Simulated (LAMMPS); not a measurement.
Simulation of a melt of Al (fcc) with 10 % of Al sites Cu, 500 atoms, cooled from 1370 K to 300 K at 1e+14 K/s, at zero pressure.

Model: classical MD, pair style meam, file AlSiMgCuFe.meam (LAMMPS).

```
Item                                                                                              Value
-----------------------------------------------------  ------------------------------------------------
state found                                                                                       glass
density                                                                         3.07 g/cm³ (one sample)
volume per atom                                                                    16.6 Å³ (one sample)
enthalpy per atom                                                                -3.342 eV (one sample)
first peak of g(r), Al-Cu                                                            2.65 Å, height 4.9
coordination number of Al by Cu                                                0.95 (counted to 3.10 Å)
coordination number of Cu by Al                                                 8.5 (counted to 3.10 Å)
first peak of g(r), Al-Al                                                            2.70 Å, height 3.9
coordination number of Al by Al                                                 9.8 (counted to 3.46 Å)
first peak of g(r), Cu-Cu                                                            2.33 Å, height 5.0
coordination number of Cu by Cu                                                0.62 (counted to 3.10 Å)
most common Al-Al-Cu angle                             in the 3° bin centred on 58.5° (mean of all 94°)
most common Al-Al-Al angle                             in the 3° bin centred on 58.5° (mean of all 98°)
most common Al-Cu-Al angle                             in the 3° bin centred on 61.5° (mean of all 99°)
glass transition from the energy curve (two-line fit)                                       about 630 K
glass transition from the volume curve (two-line fit)                                       about 700 K
energy above the random crystal at 0 K                                                    0.045 eV/atom
cost                                                              about 6 core-minutes (a rough figure)
```

Potential: file AlSiMgCuFe.meam of the LAMMPS distribution; its header cites Jelinek, Groh, Horstemeyer, Houze, Kim, Wagner, Moitra and Baskes, Phys Rev B, 85, 245102 (2012).

```
T (K)  potential energy (eV/atom)
-----  --------------------------
1352                      -3.1394
1316                      -3.1432
1281                      -3.1532
1245                      -3.1736
1210                      -3.1789
1174                      -3.1799
1138                      -3.1978
1102                      -3.2014
1067                      -3.2008
1031                      -3.2126
995.5                     -3.2272
959.8                     -3.2380
924.2                     -3.2456
888.5                     -3.2482
852.8                     -3.2606
817.2                     -3.2679
781.5                     -3.2777
745.8                     -3.2879
710.2                     -3.2986
674.5                     -3.3084
638.8                     -3.3109
603.2                     -3.3205
567.5                     -3.3257
531.8                     -3.3323
496.2                     -3.3384
460.5                     -3.3449
424.8                     -3.3499
389.2                     -3.3556
353.5                     -3.3612
317.8                     -3.3666
```
